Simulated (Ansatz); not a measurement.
Functionals compared on CH3 on the 1x1 (110) surface of bcc Nb, one in a 2x2 cell, started at the site 'bridge Nb-Nb (span 3.3 Å)', in Ansatz (plane waves, PAW). The structure was relaxed with PBE; the other rows are single points on it, each with its references at the same level. Cutoff 420 eV (500 eV for r2SCAN).

Model: 20-atom slab, 6.8 Å thick at the start under the adsorbate (thin: gaps and levels are the slab's own), 5x5x1 mesh, Fermi-Dirac 0.1 eV, dipole correction, 8 atoms held, the rest relaxed; no symmetry held; no spin, no spin-orbit, no U, no dispersion correction. At the end it is bonded to 3 Nb. In PBE it is, or lies within 0.03 eV of, the lowest of the starts that converged. These notes are the PBE run's. Adsorption energies are against CH4(g) − ½ H2(g). A negative adsorption energy means that the adsorbate is more stable on the surface than in its reference.

```json
[
 {"functional": "PBE", "adsorption energy (eV)": "-0.03", "work function of the top face (eV)": "3.68", "change of the work function (eV)": "-0.80", "rough cost of the single point": "–"},
 {"functional": "RPBE", "adsorption energy (eV)": "0.22", "work function of the top face (eV)": "3.57", "change of the work function (eV)": "-0.78", "rough cost of the single point": "around 80 core-seconds (rough)"},
 {"functional": "r2SCAN", "adsorption energy (eV)": "…", "work function of the top face (eV)": "…", "change of the work function (eV)": "…", "rough cost of the single point": "about 3 core-minutes (a rough figure)"}
]
```

Q: Some entries are withheld; supply them.

A: 
- r2SCAN, adsorption energy (eV): -0.24
- r2SCAN, work function of the top face (eV): 3.69
- r2SCAN, change of the work function (eV): -0.87

Ansatz is a program for electronic structure.
